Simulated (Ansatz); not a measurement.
Reference: monolayer PtS2, PBE with spin-orbit coupling, rigid bands (plane waves, PAW; Ansatz, a program for electronic structure); geometry: cell and atoms relaxed with PBE.

```
PtS2
1.0
    3.57527     0.00000     0.00000
   -1.78763     3.09627     0.00000
    0.00000     0.00000    18.79264
Pt S
1 2
Direct
  0.00000   0.00000   0.50000
  0.33333   0.66667   0.56536
  0.66667   0.33333   0.43464
```

| Property | Value |
|---|---|
| band gap | 1.73 eV |
| electron conductivity mass | 0.45 mₑ |
| hole conductivity mass | 2.0 mₑ |

### Question
Replace Pt by Zr on the same sites and relax. What happens?

### Answer
band gap falls (1.73 eV to 1.16 eV); electron conductivity mass rises (0.45 mₑ to 0.53 mₑ); hole conductivity mass falls (2.0 mₑ to 0.33 mₑ).

Moves up to 5 % count as about the same. Masses are for dilute carriers at 300 K, harmonic means over directions unless an axis is named.

Model free-standing layer, not matched to a measured one here: monolayer PtS2, monolayer ZrS2.
